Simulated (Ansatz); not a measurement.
**SiC: energy against strain**

SiC (wurtzite, P6_3mc, 10.340 Å³/atom at rest, c along z) under a strain ε along a direction in the basal plane (axis x), the other axes held. PBEsol in Ansatz, a plane-wave DFT program (PAW, default set), 420 eV, 12×12×7 Γ-centred mesh, Fermi-Dirac smearing 0.05 eV; ions are relaxed within the symmetry of each cell.

Here s stands for strain and y for E less E0.

| strain (%) | E less E0 (meV/atom) |
|---|---|
| -1.20 | 2.39 |
| -0.60 | 0.60 |
| 0.00 | 0.00 |
| 0.60 | 0.58 |
| 1.20 | 2.30 |
| 3.00 | ? |

Fit y against s with a parabola, and predict the withheld value at s = 3.00.

Least squares gives y = 0.003 - 0.0333·s + 1.6270·s². Residuals (row less fit): 0.004, -0.009, -0.003, 0.011, -0.006; standard error 0.011 (degrees of freedom: 2). Twice the quadratic coefficient over the volume, 2 × 1.6270 meV × 10⁴ × 0.1602 / 10.340 Å³, is the elastic constant C11 = 504 ± 3 GPa. At the withheld row, y = 0.003 - 0.0333 × 3.0 + 1.6270 × 3.0² = 14.546 meV/atom. The calculation gives 13.87 meV/atom, 0.676 meV/atom below the prediction (4.9 % of the range of y in the table). The row lies outside the fitted rows, so this is an extrapolation. From the scatter of the fitted rows alone, a prediction at this place has a standard error of 0.074 meV/atom, so the miss is 9.1 times that.

One order more, fitted to all 11 runs of the series, follows each within 0.01, so the miss is the next term of a smooth law. SiC is here the rare 2H polytype. Rows are the converged runs of the series near zero and its far end; series whose fitted rows scatter by over a few per cent of the range, as at a crossing or softening among them, aren't shown in this form. Most that stay on the fit to the last digits aren't either.
